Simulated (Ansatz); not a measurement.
System: LiF (P6₃mc, No. 186, 4 atoms in the cell; start mp-1185301; a measured phase of this formula has another space group). Method: r²SCAN0 in Ansatz (PAW).

Numerical settings: plane-wave cutoff 520 eV, 9×9×6 k mesh (along the axes of the cell as run), Fermi–Dirac smearing 0.01 eV, scalar-relativistic PAW data made under PBE.

The cell is the one relaxed with PBEsol. Conventional cell: a = 3.0957 Å, b = 3.0957 Å, c = 4.8097 Å, α = 90.00°, β = 90.00°, γ = 120.00°.

```yaml
crystal:
  lattice:
    - [3.09569, 0.00000, 0.00000]
    - [-1.54785, 2.68095, 0.00000]
    - [0.00000, 0.00000, 4.80971]
  atoms:
    - { symbol: Li, position: [0.33333, 0.66667, 0.38236] }
    - { symbol: Li, position: [0.66667, 0.33333, 0.88236] }
    - { symbol: F, position: [0.33333, 0.66667, 0.99263] }
    - { symbol: F, position: [0.66667, 0.33333, 0.49263] }
```

Task: List the 10 lowest band energies at Γ above −25 eV (eV, relative to the valence band maximum), grouping those that round alike.

Result: At Γ: -21.76, -21.51, -2.25, -0.53 (×2), -0.19 (×2), 0.00, 11.15, 15.78.

Note: the run warned that its exchange threshold was loose for the stress; cell and atoms aren't relaxed at this level (pressure -2.0 GPa).

A start named mp-… is a Materials Project structure, which need not be a measured phase.

Ansatz is a quantum-chemistry and plane-wave program.
